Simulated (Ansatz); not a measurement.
**Ir: response to strain**

The reference is Ir in the fcc (Cu type) structure (space group Fm-3m, No. 225; a = 3.812 Å; relaxed with 0.1 eV smearing). Axes: x, y, z lie along the cube axes.

Strains are applied to the cell and any free atomic positions relax; under biaxial strain the out-of-plane vector relaxes too.

Computed with LDA (Ansatz, a program for electronic structure), scalar-relativistic without spin-orbit coupling.

| biaxial strain, plane normal [001], relaxed out of plane (%) | out-of-plane strain (%) |
|---|---|
| 0 | 0.00 |
| 0.5 | -0.40 |
| 1 | -0.80 |
| 1.5 | -1.20 |
| 2 | -1.59 |
| 2.5 | ? |
| 3 | -2.38 |

Question: Fit ε⊥ = −νε + γε² (strains in %) to the rows shown and predict the withheld row.

Answer: Least squares on the printed values gives ν = 0.80 (the biaxial Poisson response) and γ = 0.003 (largest residual 0.00 %); this predicts -1.99 %, and the run gives -1.99 %, in agreement.

Stability against distortions was not tested. The final runs are not spin-polarised.
